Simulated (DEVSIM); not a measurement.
System: Au/Si3N4/p-Si capacitor, at 250 K.

```
layer (left to right)  material  thickness (nm)  Na (cm⁻³)
---------------------  --------  --------------  ---------
1                         Si3N4            17.0          -
2                            Si            9200     3.9e15
```

Metal gate on the left, work function 5.1 eV. Fixed charge at the semiconductor interface -8.8e11 cm⁻² (in units of +e); no interface traps.

The device is made up for the run: typed textbook-type constants, with dimensions and the other settings drawn at random. Values at 300 K; Nc and Nv go as T^1.5, mobilities as T to minus their exponent, the gap by Varshni's rule with the affinity fixed.

```
parameter         Si3N4        Si
----------------  -----  --------
gap (eV)            5.1     1.124
affinity (eV)       2.1      4.05
permittivity        7.5      11.7
Nc (cm⁻³)             -   2.86e19
Nv (cm⁻³)             -    3.1e19
Varshni α (eV/K)      -  0.000473
Varshni β (K)         -       636
```

Model (solved in DEVSIM): 1D Poisson equation in equilibrium, Boltzmann statistics, complete ionisation; no quantum confinement or tunnelling. Metal contacts follow the ideal Schottky-Mott rule: no Fermi-level pinning, no interface dipoles.

**Question.** Tabulate band edges, carrier densities and field at 1.0 V on the gate.

**Answer.** Energies count from the Fermi level of the right contact; mesh points crowd at the junctions.

| x (μm) | Ec (eV) | Ev (eV) | n (cm⁻³) | p (cm⁻³) | field (V/cm) |
|---|---|---|---|---|---|
| 0.000 | 2.000 | -3.100 | < 1e2 | < 1e2 | 250000 |
| 0.001619 | 2.040 | -3.060 | < 1e2 | < 1e2 | 250000 |
| 0.005374 | 2.134 | -2.966 | < 1e2 | < 1e2 | 250000 |
| 0.01161 | 2.289 | -2.811 | < 1e2 | < 1e2 | 250000 |
| 0.01599 | 2.398 | -2.702 | < 1e2 | < 1e2 | 250000 |
| 0.01736 | 0.474 | -0.662 | 6.1e9 | 1100000 | 23000 |
| 0.01964 | 0.479 | -0.657 | 4.8e9 | 1300000 | 23000 |
| 0.02871 | 0.500 | -0.636 | 1.8e9 | 3500000 | 23000 |
| 0.04909 | 0.545 | -0.591 | 2.2e8 | 2.9e7 | 21000 |
| 0.09887 | 0.644 | -0.492 | 2200000 | 2.9e9 | 18000 |
| 0.2232 | 0.827 | -0.309 | 460 | 1.4e13 | 11000 |
| 0.7424 | 0.948 | -0.188 | < 1e2 | 3.9e15 | ≈ 0 |
| 1.830 | 0.949 | -0.188 | < 1e2 | 3.9e15 | ≈ 0 |
| 4.546 | 0.949 | -0.188 | < 1e2 | 3.9e15 | ≈ 0 |
| 7.860 | 0.949 | -0.188 | < 1e2 | 3.9e15 | ≈ 0 |
| 8.674 | 0.949 | -0.188 | < 1e2 | 3.9e15 | ≈ 0 |
| 9.000 | 0.949 | -0.188 | < 1e2 | 3.9e15 | ≈ 0 |
| 9.134 | 0.949 | -0.188 | < 1e2 | 3.9e15 | ≈ 0 |
| 9.193 | 0.949 | -0.188 | < 1e2 | 3.9e15 | ≈ 0 |
| 9.208 | 0.949 | -0.188 | < 1e2 | 3.9e15 | ≈ 0 |
| 9.214 | 0.949 | -0.188 | < 1e2 | 3.9e15 | ≈ 0 |
| 9.217 | 0.949 | -0.188 | < 1e2 | 3.9e15 | ≈ 0 |
